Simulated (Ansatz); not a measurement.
Band structure of SrVO₃ (Pm-3m, 5 atoms in the cell).

```yaml
crystal:
  lattice:
    - [3.78432, 0.00000, 0.00000]
    - [0.00000, 3.78432, 0.00000]
    - [0.00000, 0.00000, 3.78432]
  atoms:
    - { symbol: Sr, position: [0.00000, 0.00000, 0.00000] }
    - { symbol: V, position: [0.50000, 0.50000, 0.50000] }
    - { symbol: O, position: [0.50000, 0.00000, 0.50000] }
    - { symbol: O, position: [0.00000, 0.50000, 0.50000] }
    - { symbol: O, position: [0.50000, 0.50000, 0.00000] }
```

Method: PBE (plane waves, PAW; Ansatz, a program for electronic structure).

Settings: basis.ecutwfc = 420 eV; kpoints.mp_grid.grid = 9 9 9; hamiltonian.xc = pbe; hamiltonian.pseudopotentials = {kind: paw} (the program's default PAW files); scf.occupations.method = fermi_dirac; scf.occupations.width = 0.1 eV; kpoints.band_path.npoints = 8.

The starting cell has typed, rounded lattice constants, without a prior relaxation at this level. Its lattice was rescaled by a random factor within 2.5 % of one. Spin polarisation is off; with an odd number of electrons in the cell that forces a metal, and a magnetic state may lie lower.

Levels in eV from the Fermi level, bands 18 to 25:
```
point     18     19     20     21     22     23    24    25
-----  -----  -----  -----  -----  -----  -----  ----  ----
Γ      -2.55  -2.55  -2.55  -1.04  -1.04  -1.04  1.42  1.42
X      -4.42  -3.02  -3.02  -0.90   1.03   1.03  1.45  3.87
M      -3.83  -3.83  -2.30   1.01   1.01   1.39  2.53  5.81
R      -2.20  -2.20  -2.20   1.64   1.64   1.64  5.28  5.28
```

Bands cross the Fermi level along this path, so the cell is metallic at this level.

Keys are those of Ansatz 0.2.
